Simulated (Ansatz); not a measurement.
Given:

```
HfC
1.0
    0.00000     2.26897     2.26897
    2.26897     0.00000     2.26897
    2.26897     2.26897     0.00000
Hf C
1 1
Direct
  0.00000   0.00000   0.00000
  0.50000   0.50000   0.50000
```

No spin polarisation.

All numbers come from PBEsol, PAW, 420 eV (Ansatz, a first-principles code; no spin-orbit coupling). k-mesh 22×22×22 (Γ-centred); smearing 0.1 eV (Fermi–Dirac).

**Question.** Estimate the pressure.

**Answer.** 12.3 GPa.

**Question.** Predict the space group.

**Answer.** Fm-3m (No. 225).

**Question.** What band gap does the calculation give?

**Answer.** Zero.

The cells carry an imposed strain or load. Stability against distortions was not tested. All final runs are without spin polarisation. The cell was made from HfC in the rock salt structure (space group Fm-3m, No. 225) by this change: isotropic strain −1.50 %.
